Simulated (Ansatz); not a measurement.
The parent structure is Pt in the fcc (Cu type) structure (space group Fm-3m, No. 225; relaxed with 0.1 eV smearing).

```xyz
1
Lattice="0.0000 1.9599 1.9599 1.9599 0.0000 1.9599 1.9599 1.9599 0.0000" Properties=species:S:1:pos:R:3 pbc="T T T"
Pt     0.0000     0.0000     0.0000
```

Cartesian axes are those of the cell as printed.

Computed with PBEsol/PAW in Ansatz (a first-principles code), scalar-relativistic without spin-orbit coupling.

It is then changed as follows: the cell is compressed by 1.50 % along z with no lateral relaxation, atoms relaxed at fixed cell.

**Question.** How does this affect the energy relative to the base and stress?

**Answer.** The energy increases by 3.9 meV/atom; the stress (xx, yy, zz, yz, xz, xy; compression positive) amounts to (4.0, 4.0, 5.6, 0.0, 0.0, 0.0) GPa.

The cells carry an imposed strain or load. No phonon test of stability was made. All final runs are without spin polarisation.
